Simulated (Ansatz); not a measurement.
The starting structures come from a database of crystals and need not be the phases stable at ambient conditions.

The decay constant κ of evanescent states in the gap governs leakage through a thin film.

Here is the system:

```yaml
crystal:
  lattice:
    - [3.99664, 0.00000, 0.00000]
    - [-1.99832, 3.46119, 0.00000]
    - [0.00000, 0.00000, 6.58677]
  atoms:
    - { symbol: Be, position: [0.66667, 0.33333, 0.50043] }
    - { symbol: Be, position: [0.33333, 0.66667, 0.00043] }
    - { symbol: Te, position: [0.66667, 0.33333, 0.87457] }
    - { symbol: Te, position: [0.33333, 0.66667, 0.37457] }
```

Space group of this cell: P6_3mc, wurtzite. The cell is taken as given; by PBEsol its mean pressure is -2.0 GPa.

Transport runs along the normal of the first two printed cell vectors, the (001) plane of the conventional cell.

The gap is the functional's own. No spin-orbit coupling. Mid-gap values are interpolated on the energy grid.

Problem. Estimate the band gap and the smallest decay constant κ at mid-gap that PBEsol (Ansatz, a program for electronic structure) returns for this system.

Solution. Gap 2.17 eV on a 12×12×6 mesh; κ = 0.158 1/Å, at the zone centre.
